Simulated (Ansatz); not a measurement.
Ansatz (a program for electronic structure) run on ZnS (P6_3mc, 8 atoms in the cell): self-consistent single point.

Method: LDA (PW92), default PAW files made with PBE (plane waves; Ansatz).

```yaml
crystal:
  lattice:
    - [3.72173, 0.00000, 0.00000]
    - [-1.86086, 3.22311, 0.00000]
    - [0.00000, 0.00000, 12.16743]
  atoms:
    - { symbol: Zn, position: [0.66667, 0.33333, 0.74993] }
    - { symbol: Zn, position: [0.33333, 0.66667, 0.24993] }
    - { symbol: Zn, position: [0.00000, 0.00000, 0.50000] }
    - { symbol: Zn, position: [0.00000, 0.00000, 0.00000] }
    - { symbol: S, position: [0.66667, 0.33333, 0.93773] }
    - { symbol: S, position: [0.33333, 0.66667, 0.43773] }
    - { symbol: S, position: [0.00000, 0.00000, 0.68734] }
    - { symbol: S, position: [0.00000, 0.00000, 0.18734] }
```

Reference input (self-consistent single point, DFT, PBE, plane waves, default PAW files): kpoints.mp_grid.grid = 8 8 3; hamiltonian.xc = pbe; hamiltonian.pseudopotentials = {kind: paw} (the program's default PAW files); scf.occupations.method = fermi_dirac; scf.occupations.width = 0.02 eV. This run's input differs from it in these lines:

Ansatz 0.2 input:
```diff
@@ -18,3 +18,3 @@
 hamiltonian:
-  xc: pbe
+  xc: lda
   pseudopotentials: { kind: paw }
```

Output, abridged:

```
SCF iter   1: F=—  HF=-16469.754127 eV  |F-HF|=—  |Δ(HF+E_count)|=         —  Δρ=7.16e-3  dr2=6.37e-2  ethr=1.77e-3  ⟨swp⟩=9.8  Hψ=4346  notcnv=0  defer=1
all-band conjugate gradients solve this SCF's bands
preconditioner: auto → Resta (q_TF=auto, 2.425 Å⁻¹)
SCF iter   2: F=—  HF=-16469.737319 eV  |F-HF|=—  |Δ(HF+E_count)|=   1.68e-2  Δρ=3.25e-3  dr2=1.67e-2  ethr=8.85e-5  ⟨swp⟩=3.0  Hψ=1792  notcnv=0  defer=52
   [... lines left out ...]
SCF iter   5: F=—  HF=-16469.731812 eV  |F-HF|=—  |Δ(HF+E_count)|=   1.05e-5  Δρ=7.85e-5  dr2=1.50e-5  ethr=3.00e-7  ⟨swp⟩=2.9  Hψ=1542  notcnv=0  defer=52
SCF iter   6: F=—  HF=-16469.731810 eV  |F-HF|=—  |Δ(HF+E_count)|=   1.11e-6  Δρ=3.58e-5  dr2=1.68e-6  ethr=2.08e-8  ⟨swp⟩=2.1  Hψ=1496  notcnv=0  defer=52
SCF iter   7: F=—  HF=-16469.731811 eV  |F-HF|=—  |Δ(HF+E_count)|=   2.00e-7  Δρ=1.12e-5  dr2=1.14e-7  ethr=2.33e-9  ⟨swp⟩=2.0  Hψ=1468  notcnv=0  defer=52
SCF iter   8: F=-16469.731810 eV  HF=-16469.731811 eV  |F-HF|=9.03e-8  |Δ(HF+E_count)|=   2.42e-8  Δρ=7.65e-6  dr2=5.10e-8  ethr=1.39e-10  ⟨swp⟩=9.1  Hψ=3652  notcnv=0
SCF 1 converged in 8 iterations: F = -16469.731810 eV  dr2 = 5.10e-8
Free energy (F): -16469.731810 eV
Internal energy: -16469.731810 eV  (E = F + TS)
E sigma→0 (E₀):  -16469.731810 eV
Fermi energy:    7.709065 eV
--- Forces (eV/Å), atoms counted from 1 ---
  atom   1  Zn     0.00000000    -0.00000000     0.01121625
  atom   2  Zn    -0.00000000     0.00000000     0.01121625
  atom   3  Zn    -0.00000000    -0.00000000     0.02043154
  atom   4  Zn     0.00000000     0.00000000     0.02043154
  atom   5  S      0.00000000    -0.00000000    -0.01581253
  atom   6  S     -0.00000000     0.00000000    -0.01581253
  atom   7  S     -0.00000000     0.00000000    -0.01583218
  atom   8  S      0.00000000    -0.00000000    -0.01583218
--- Stress (GPa, compression-positive) ---
        1.586248       0.000000       0.000000
        0.000000       1.586248      -0.000000
        0.000000      -0.000000       1.726933
  P = ⅓ Tr σ = 1.6331 GPa (16.331 kbar)
  The stress holds the Pulay correction. Without it, at fixed plane waves, as pw.x and ABINIT print it: P = 1.5708 GPa
```

The run converged in 8 iterations. Against the reference run the pressure goes from 8.70 to 1.63 GPa, the largest force moves little (0.022 to 0.020 eV/Å) and the gap on the mesh goes from 2.500 to 2.251 eV.

The starting cell comes from a database of computed structures (which also holds hypothetical and non-ambient phases and stackings), without a prior relaxation at this level. Its lattice was rescaled by a random factor within 2.5 % of one. Ansatz's pressure includes its estimate of the finite-basis (Pulay) stress.
